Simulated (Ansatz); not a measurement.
Where the default PAW files enter, the runs use the earlier of Ansatz's two default sets.

Data:

```
N4Si3
1.0
    2.90520     0.00000     0.00000
    0.00000     7.60454     0.00000
    0.00000    -3.80227     6.58572
Si N
6 8
Direct
  0.25000   0.82495   0.23108
  0.75000   0.17505   0.76892
  0.75000   0.23108   0.40613
  0.25000   0.76892   0.59387
  0.25000   0.40613   0.17505
  0.75000   0.59387   0.82495
  0.25000   0.66667   0.33333
  0.75000   0.33333   0.66667
  0.25000   0.66985   0.96919
  0.75000   0.33015   0.03081
  0.75000   0.96919   0.29934
  0.25000   0.03081   0.70066
  0.25000   0.29934   0.33015
  0.75000   0.70066   0.66985
```

Space group of this cell: P6_3/m. The cell is taken as given.

The current runs along the normal of the first two printed vectors, the (100) plane. All runs by Ansatz (an electronic-structure program), plane waves and PAW, without spin-orbit coupling; the base is r2SCAN.

| run | mean pressure (GPa) | gap (eV) | mid-gap κ (1/Å) |
|---|---|---|---|
| base | 0.1 | 5.00 | 0.400 |
| all lengths scaled by 0.98 | 18.0 | 5.26 | 0.427 |
| all lengths scaled by 1.02 | -13.8 | (withheld) | (withheld) |
| lda in place of r2scan | -3.1 | 4.17 | 0.391 |
| lengths across the current scaled by 0.98, ions clamped | 11.8 | (withheld) | (withheld) |
| lengths across the current scaled by 1.02, ions clamped | -9.6 | 4.67 | 0.384 |
| lengths along the current scaled by 0.97, ions clamped | 8.5 | (withheld) | (withheld) |
| lengths along the current scaled by 1.03, ions clamped | -6.9 | 5.07 | 0.376 |
| pbesol in place of r2scan | 1.9 | 4.21 | 0.386 |

Problem. Complete the blanks.

Solution. 
- all lengths scaled by 1.02, gap (eV): 4.74
- all lengths scaled by 1.02, mid-gap κ (1/Å): 0.369
- lengths across the current scaled by 0.98, ions clamped, gap (eV): 5.34
- lengths across the current scaled by 0.98, ions clamped, mid-gap κ (1/Å): 0.414
- lengths along the current scaled by 0.97, ions clamped, gap (eV): 4.88
- lengths along the current scaled by 0.97, ions clamped, mid-gap κ (1/Å): 0.418
